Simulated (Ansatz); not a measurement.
Start from KF in the rock salt structure (space group Fm-3m, No. 225).

```
CELL_PARAMETERS angstrom
      0.00000     2.71037     2.71037
      2.71037     0.00000     2.71037
      2.71037     2.71037     0.00000
ATOMIC_POSITIONS crystal
  K  0.00000 0.00000 0.00000
  F  0.50000 0.50000 0.50000
```

Level of theory: Kohn–Sham DFT with the PBE functional, run in Ansatz (an electronic-structure program) with PAW and 420 eV plane waves, no spin-orbit coupling.

One change was made to it. Results:

The lattice parameter a shrinks by 0.150 Å, from 5.421 Å to 5.271 Å; the band gap grows by 0.44 eV to 6.40 eV; the electron mass changes from 0.55 mₑ (at Γ) to 0.54 mₑ (at Γ).

**Question.** Which change produced these results?
A. pressure 3 GPa
B. pressure 0.7 GPa
C. pressure 10 GPa
D. pressure 1.5 GPa

**Answer.** A, pressure 3 GPa. For comparison, the band gap in the other runs: pressure 0.7 GPa gives 6.08 eV; pressure 1.5 GPa gives 6.20 eV; pressure 10 GPa gives 7.14 eV.

Load acts through the strain it causes; cell and atoms are relaxed under it. Masses are band curvatures over ±0.01 Å⁻¹ around the edge. Whether these cells are dynamically stable was not tested. Competing high-pressure phases were not computed.
